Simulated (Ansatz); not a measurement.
Quartz-high SiO2 (high-temperature phase)

These are HSE06 (Ansatz, an electronic-structure program, PAW) values and carry that method's errors.

Run with plane-wave cutoff 500 eV, 6×6×4 k mesh (along the axes of the cell as run), gaussian smearing 0.02 eV, scalar-relativistic PAW data made under PBE.

Cell (relaxed with r²SCAN):

```yaml
crystal:
  lattice:
    - [2.52977, -4.38169, 0.00000]
    - [2.52977, 4.38169, 0.00000]
    - [0.00000, 0.00000, 5.54104]
  atoms:
    - { symbol: Si, position: [0.50000, 0.50000, 0.33333] }
    - { symbol: Si, position: [0.50000, 0.00000, 0.00000] }
    - { symbol: Si, position: [0.00000, 0.50000, 0.66667] }
    - { symbol: O, position: [0.20826, 0.79174, 0.83333] }
    - { symbol: O, position: [0.20826, 0.41651, 0.50000] }
    - { symbol: O, position: [0.58349, 0.79174, 0.16667] }
    - { symbol: O, position: [0.79174, 0.20826, 0.83333] }
    - { symbol: O, position: [0.79174, 0.58349, 0.50000] }
    - { symbol: O, position: [0.41651, 0.20826, 0.16667] }
```

For quartz-high SiO2 (high-temperature phase), the band gap comes out as 7.50 eV (on the SCF k mesh).

Note: symmetry holds this phase in the static calculation, where it need not be a minimum; held by symmetry at 0 K, a high-temperature phase can be a saddle point; cell and atoms aren't relaxed at this level (largest force component 0.05 eV/Å).

Computed values are for the static lattice.

Cost on a shared machine: about 2.5 core-minutes (a rough figure).
